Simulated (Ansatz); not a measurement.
We consider SnI2 (within 0.1 Å of C2/m, No. 12; cell taken from a computed entry), described by r²SCAN (Ansatz, a program for electronic structure, PAW).

Numerical settings: plane-wave cutoff 500 eV, 10×6×4 k mesh (along the axes of the cell as run), Fermi–Dirac smearing 0.05 eV, scalar-relativistic PAW data made under PBE.

Cell (relaxed at this level):

Space group P-1 (No. 2); a = 4.4929 Å, b = 7.6190 Å, c = 11.1130 Å, α = 88.27°, β = 89.92°, γ = 72.85°

```json
[
 {"atom": "Sn", "site": "1a", "symmetry": "-1", "x": "0.0000", "y": "0.0000", "z": "0.0000"},
 {"atom": "Sn", "site": "2i", "symmetry": "1", "x": "0.2714", "y": "0.4628", "z": "0.3118"},
 {"atom": "I", "site": "2i", "symmetry": "1", "x": "0.9181", "y": "0.1668", "z": "0.2658"},
 {"atom": "I", "site": "2i", "symmetry": "1", "x": "0.3574", "y": "0.2833", "z": "0.5593"},
 {"atom": "I", "site": "2i", "symmetry": "1", "x": "0.6422", "y": "0.7147", "z": "0.0799"}
]
```

Task: Predict the band gap.

Result: 
- band gap: 1.95 eV (on the SCF k mesh)

Spin–orbit coupling is not included; with these elements it can move the gap by several tenths of an eV or more.

The computed numbers hold no vibrational or temperature effects.

It cost very roughly 22 core-minutes of CPU time.
